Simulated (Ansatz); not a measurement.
Functionals compared on a constructed model of the (110) surface of bcc Ta, a pseudomorphic layer of Ga in the host's stacking (bottom of the slab: a bare face, its two planes held), in Ansatz (plane waves, PAW). The structure was relaxed with PBE; the other rows are single points on it. Cutoff 420 eV (500 eV for r2SCAN).

Set-up: 7 atoms, 14.3 Å thick at the start; mesh 14x14x1; 0.1 eV smearing; dipole correction on; 2 atoms held, the rest relaxed; held to the start's symmetry, so lower structures may exist; no spin, no spin-orbit, no U. It is one candidate, not shown to be the stable structure of the face. These notes are the PBE run's.

```json
[
 {"functional": "PBE", "work function of the top face (eV)": "4.56", "rough cost of the single point": "–"},
 {"functional": "RPBE", "work function of the top face (eV)": "4.43", "rough cost of the single point": "very roughly 40 core-seconds"},
 {"functional": "r2SCAN", "work function of the top face (eV)": "4.66", "rough cost of the single point": "roughly 90 core-seconds"}
]
```

Ansatz is a quantum-chemistry and plane-wave program.
